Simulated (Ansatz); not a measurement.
How the lattice constant a of WSi2 (model structure, started from the fluorite type, Fm-3m, No. 225, 3 atoms in the cell) moves with the method

No measured value is used here.

```csv
level (code),value (Å)
PBE (Ansatz),5.894
PBEsol (Ansatz),5.836
PBE-D3(BJ) (Ansatz),___
```

Fill in the missing entries.


- PBE-D3(BJ) (Ansatz, a program for electronic structure), value (Å): 5.830

Density-functional levels without +SOC have no spin–orbit coupling. Ansatz's density-functional and Hartree–Fock values are scalar-relativistic unless marked +SOC, with PAW data made under PBE.

A model structure was made by putting elements into a prototype or built by hand; it is no filed structure, need not be a known phase, and can be a saddle point held by its symmetry.
